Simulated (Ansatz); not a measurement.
Start from PbS in the rock salt structure (space group Fm-3m, No. 225; a = 5.903 Å).

All numbers come from DFT with PBEsol, PAW potentials and a 420 eV plane-wave cutoff in Ansatz (an electronic-structure program), no spin-orbit coupling, earlier PAW set.

Modification: hydrostatic tension (pressure −2 GPa).

**Question.** What happens to the mean gap deformation potential ΔEg/Δln V?

**Answer.** The mean gap deformation potential ΔEg/Δln V is +3.7 eV.

With Pb present, leaving out spin-orbit coupling can change the band edges. Load acts through the strain it causes; cell and atoms are relaxed under it. Whether these cells are dynamically stable was not tested.
